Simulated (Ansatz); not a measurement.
# Amorphous Ni₂₂Pt₂Si₂₄

A CHGNet melt-quench gave the starting glass, which DFT then relaxed. The hot cell started wider than the set density and was brought back towards it in steps. It is the lowest in DFT energy of 2 quenches. It is a model cell: composition and starting density were chosen by hand, and all elements were melted together. No dispersion term was used.

Calculation: PBE, scalar-relativistic without spin-orbit coupling (plane waves to 420 eV, PAW; Ansatz, a first-principles code). Geometry, pressure, stress and energy are those of the PBE run. Its sampling: a 2×2×2 Γ-centred mesh; Fermi-Dirac width 0.1 eV; no spin polarisation.

The number of atoms in the cell is 48. The density (volume relaxed, without dispersion) comes out as 6.35 g/cm³ and the volume per atom is 12.84 Å^3. The pressure on a 2×2×2 Γ-centred mesh is 0.22 GPa and the largest force and stress component on that mesh (the relaxation ran on one k-point at (1/4, 1/4, 1/4)) comes out as 0.30 eV/Å and 1.2 GPa. The gap on a 2×2×2 Γ-centred mesh (PBE) is within the smearing (under twice its width).

Neighbours within Ni-Ni 3.04 Å, Ni-Pt 2.86 Å, Ni-Si 2.82 Å, Pt-Pt 3.26 Å, Pt-Si 2.96 Å, Si-Si 2.74 Å count as bonded.

Mean coordination of Ni: 10.14 (1 with 8, 2 with 9, 14 with 10, 3 with 11, 2 with 12)
Mean coordination of Pt: 10.00 (1 with 9, 1 with 11)
Mean coordination of Si: 7.46 (4 with 6, 9 with 7, 7 with 8, 4 with 9)
Mean Ni-Si bond: 2.395 Å (spread 0.128 Å, 122 counted)
Mean Ni-Ni bond: 2.662 Å (spread 0.125 Å, 47 counted)

Its density started from a set value of 6.25 g/cm³. The quench (nominally 260 K/ps over its main leg) was far faster than any real one, so the model tends to hold more defects than a real film. One small periodic cell is one sample of the glass; other quenches scatter about these values. The volume was free in the relaxation, at fixed shape. Stress components on the final sampling reach 1.2 GPa. On a 2×2×2 Γ-centred mesh force components of up to 0.30 eV/Å stay, since the relaxation ran on one k-point at (1/4, 1/4, 1/4).
